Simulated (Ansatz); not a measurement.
The parent structure is BeSe in the zinc blende structure (space group F-43m, No. 216).

```
BeSe
1.0
    0.00000     2.58878     2.58878
    2.58878     0.00000     2.58878
    2.58878     2.58878     0.00000
Be Se
1 1
Direct
  0.00000   0.00000   0.00000
  0.25000   0.25000   0.25000
```

Computed with PBE in Ansatz (plane waves to 420 eV, PAW, no SOC).

Before the change:

| Quantity | Result |
|---|---|
| Smallest direct gap | 4.22 eV |
| Gap character | indirect, Γ → X |
| Band gap | 2.67 eV |
| Volume per atom | 17.35 Å³ |

It is then changed as follows: a hydrostatic pressure of 2.1 GPa.

**Question.** What does the calculation give for the smallest direct gap, gap character, band gap and volume per atom after the change?

**Answer.** The smallest direct gap rises by 0.195 eV, from 4.22 eV to 4.42 eV; the gap character is still indirect, Γ → X; the band gap decreases by 0.056 eV, from 2.67 eV to 2.62 eV; the volume per atom shrinks by 0.45 Å³ (17.35 Å³ → 16.90 Å³).

Load acts through the strain it causes; cell and atoms are relaxed under it. Whether these cells are dynamically stable was not tested.

Ansatz is a first-principles code.
